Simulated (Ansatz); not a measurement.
The starting structures come from a database of crystals and need not be the phases stable at ambient conditions.

By PBEsol, the system below comes out a metal.

The ballistic (Sharvin) conductance counts the channels at the Fermi level: G/A = (e²/h) × channels of both spins per area.

```
CELL_PARAMETERS angstrom
      3.07005     0.00000     0.00000
      0.00000     4.67843     0.00000
      1.53503     0.00000     2.57898
ATOMIC_POSITIONS crystal
  W  0.33333 0.25367 0.33333
  W  0.66667 0.74633 0.66667
  C  0.00000 0.00000 0.00000
```

Space group of this cell: C2/m. The cell is strained (lengths along the current scaled by 0.97, ions clamped).

The current flows along the normal of the first two printed cell vectors. No spin-orbit coupling; the value is a mean over 0.1 eV about the Fermi level.

### Question
State the ballistic conductance per area according to PBEsol run with Ansatz (an electronic-structure program).

### Answer
0.96 × 10¹⁵ S/m² for both spins.
